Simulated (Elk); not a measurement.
```
CELL_PARAMETERS angstrom
      4.22209     2.11104     2.11104
      2.11104     4.22209     2.11104
      2.11104     2.11104     4.22209
ATOMIC_POSITIONS crystal
  Co 0.00000 0.00000 0.00000
  Co 0.50000 0.50000 0.50000
  O  0.25000 0.25000 0.25000
  O  0.75000 0.75000 0.75000
```
Moments meant for the start (each program seeds them in its own way; μB, in the order of the atoms Co Co O O): 3.0 -3.0 0.0 0.0.

Computed with PBEsol, all-electron FP-LAPW, Elk's shipped species files, default APW+lo basis in Elk.

The set-up and first iterations of an Elk log for CoO (Fm-3m, 4 atoms in the cell):

```
│ Elk code version 10.2.4 │

All units are atomic (Hartree, Bohr, etc.)

│ Ground-state run starting from atomic densities │

Lattice vectors :
   7.978586216       3.989293108       3.989293108
   3.989293108       7.978586216       3.989293108
   3.989293108       3.989293108       7.978586216

Unit cell volume      :    253.9497744
Brillouin zone volume :   0.9767687882

Muffin-tin inner radius fraction :   0.1000000000E-01

Nuclei treated as point charges

Species :    1 (Co)
 parameters loaded from : Co.in
 name : cobalt
 nuclear charge    :   -27.00000000
 electronic charge :    27.00000000
 atomic mass :    107428.6517
 muffin-tin radius :    2.136000000
 number of radial points in muffin-tin :    497
 atomic positions (lattice), magnetic fields (Cartesian) :
   1 :   0.00000000  0.00000000  0.00000000    0.00000000  0.00000000 -1.50000000
   2 :   0.50000000  0.50000000  0.50000000    0.00000000  0.00000000  1.50000000

   [... lines left out ...]

Muffin-tin radius times maximum |G+k| :    7.000000000
 using average radius
Maximum |G+k| for APW functions       :    3.745318352
Maximum (1/2)|G+k|²                   :    7.013704779
Maximum |G| for potential and density :    12.00000000
 potential will be trimmed for |G| > 2 gkmax
Constant for pseudocharge density :    6
Radial integration step length :    4

G-vector grid sizes :     40    40    40
Number of G-vectors :     7427

Maximum angular momentum used for
 APW functions                      :    8
 outer part of muffin-tin           :    6
 inner part of muffin-tin           :    1

Total nuclear charge    :   -70.00000000
Total core charge       :    28.00000000
Total valence charge    :    42.00000000
Total excess charge     :    0.000000000
Total electronic charge :    70.00000000

Effective Wigner radius, rₛ :   0.9532066438

Number of empty states         :   32
Total number of valence states :  106
Total number of core states    :   28

Total number of local-orbitals :   44

Exchange-correlation functional :     22     0     0
 PBEsol, Phys. Rev. Lett. 100, 136406 (2008)
 gradient requirement :    1
 generalised gradient approximation (GGA)

Smearing type :    3
 Fermi-Dirac
Smearing width :   0.1837470000E-02
Effective electronic temperature (K) :    580.2271348

Mixing type :    3
 Broyden mixing, J. Phys. A: Math. Gen. 17, L317 (1984)

Kohn-Sham potential initialised from atomic data
│ Self-consistent loop started │
│ Loop number : 1 │
 total energy                :     -2940.76650054
 total moment                :   0.1003329473E-14
│ Loop number : 2 │
 total energy                :     -2940.91144814
 total moment                :   0.1037580155E-14
RMS change in Kohn-Sham potential (target) :    1.917267645     (  0.1000000000E-05)
Absolute change in total energy (target)   :   0.1449476019     (  0.1000000000E-03)
│ Loop number : 3 │
 total energy                :     -2940.93028668
 total moment                :   0.5149342406E-15
RMS change in Kohn-Sham potential (target) :    1.896758470     (  0.1000000000E-05)
Absolute change in total energy (target)   :   0.5507544527E-01 (  0.1000000000E-03)
│ Loop number : 4 │
 total energy                :     -2939.49722349
 total moment                :   0.4698379574E-15
RMS change in Kohn-Sham potential (target) :    1.498623767     (  0.1000000000E-05)
Absolute change in total energy (target)   :    1.419294328     (  0.1000000000E-03)
│ Loop number : 5 │
 total energy                :     -2932.69403749
 total moment                :   0.1333323039E-15
RMS change in Kohn-Sham potential (target) :    1.312676979     (  0.1000000000E-05)
Absolute change in total energy (target)   :    7.158009582     (  0.1000000000E-03)
│ Loop number : 6 │
 total energy                :     -2934.71912909
 total moment                :  -0.4334380780E-16
   [... lines left out ...]
```

Task: Will this run converge, and how will it end?

Result: The run converged in 25 iterations. Convergence of the loop says nothing yet on basis, mesh or lower states. It ends on: free energy E − TS -79853.6756 eV; Fermi level (on the code's own zero) 7.81 eV; size of the cell's spin moment 0.00 μB; site moments (μB, in the program's spheres or projections) Co -2.41, Co 2.41, O 0.00, O 0.00. The log goes on:

```
│ Loop number : 17 │
 total energy                :     -2934.56960414
 total moment                :  -0.9465060703E-15
   [... lines left out ...]
Absolute change in total energy (target)   :   0.5548856006E-04 (  0.1000000000E-03)
│ Loop number : 23 │
 total energy                :     -2934.56848960
 total moment                :  -0.9884864289E-15
RMS change in Kohn-Sham potential (target) :   0.6860620352E-06 (  0.1000000000E-05)
Absolute change in total energy (target)   :   0.1433029452E-03 (  0.1000000000E-03)
│ Loop number : 24 │
 total energy                :     -2934.56848328
 total moment                :  -0.4674687163E-15
RMS change in Kohn-Sham potential (target) :   0.5213241648E-06 (  0.1000000000E-05)
Absolute change in total energy (target)   :   0.2950753151E-04 (  0.1000000000E-03)
Convergence targets achieved

│ Loop number : 25 │

Energies :
 Fermi                       :     0.286995777103
 xc effective B-field        :    -0.260231881147
 external B-field            :      0.00000000000
 total energy                :     -2934.56845065
 (external B-field energy excluded from total)

Density of states at Fermi energy :    201.3151376
 (states/Hartree/unit cell)

Estimated indirect band gap :   0.5335915213E-03
 from k-point      4 to k-point     20
Estimated direct band gap   :   0.2695897949E-02
 at k-point     47

Charges :
 core                        :    28.00000000
 valence                     :    42.00000000
 interstitial                :    5.033900126
 muffin-tins (core leakage)
  species :    1 (Co)
   atom    1                 :    25.37041577     (  0.1864079743E-02)
   atom    2                 :    25.37041577     (  0.1864079743E-02)
  species :    2 (O)
   [... lines left out ...]
 error                       :   0.4762592017E-02

Moments :
 interstitial                :  -0.1202124133E-15
 muffin-tins
  species :    1 (Co)
   atom    1                 :   -2.409320643
   atom    2                 :    2.409320643
  species :    2 (O)
   atom    1                 :   0.7770975714E-22
   atom    2                 :   0.7770975714E-22
 total in muffin-tins        :   0.1554195143E-21
 total moment                :  -0.1202122579E-15

│ Self-consistent loop stopped │
```

The starting cell has typed, rounded lattice constants, without a prior relaxation at this level. Its lattice was rescaled by a random factor within 2.5 % of one. The magnetic order is the one reached from the typed start; others were not searched systematically. Values depend on the basis (sphere radii, cutoffs, local orbitals), which need not be converged. The log's line on a gap gives a spacing of levels on this mesh, which the program prints for metals too.

The run was DFT, PBEsol, all-electron FP-LAPW, Elk's shipped species files, default APW+lo basis. Main settings of its input:

xctype: 22
spinpol: true
swidth: 0.00183747 Ha
ngridk: 9 9 9
reducebf: 0.7
rmtscf: 0.89
nempty: 8 per atom
maxscl: 100
bfcmt: [[0.0, 0.0, -1.5], [0.0, 0.0, 1.5], [0.0, 0.0, 0.0], [0.0, 0.0, 0.0]]
